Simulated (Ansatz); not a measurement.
Take ZnO in the wurtzite structure (space group P6_3mc, No. 186; a = 3.235 Å, c = 5.211 Å) as the base.

Now apply this change: the cell is scaled by 0.9523 in all directions, atoms relaxed at fixed cell.

All numbers come from r2SCAN (Ansatz, a first-principles code), no spin-orbit coupling, earlier PAW set.

Base, band edges from the VBM (valence, conduction): K -1.77, 8.15; H -1.29, 8.53; M -0.87, 6.43; L -1.41, 6.28; A -0.40, 3.94; Γ 0.00, 1.23 eV.

Give the band edges at the high-symmetry points of the new zone, measured from its valence-band maximum.


```csv
point,valence edge (eV),conduction edge (eV)
Γ,0.00,1.44
M,-1.08,7.07
K,-2.15,8.12
A,-0.50,4.28
L,-1.71,6.49
H,-1.61,8.76
```

The gap is 1.44 eV, direct at Γ.

The cells carry an imposed strain or load. Gaps are Kohn–Sham eigenvalue differences; semilocal functionals usually give less than the measured gap. No phonon test of stability was made.
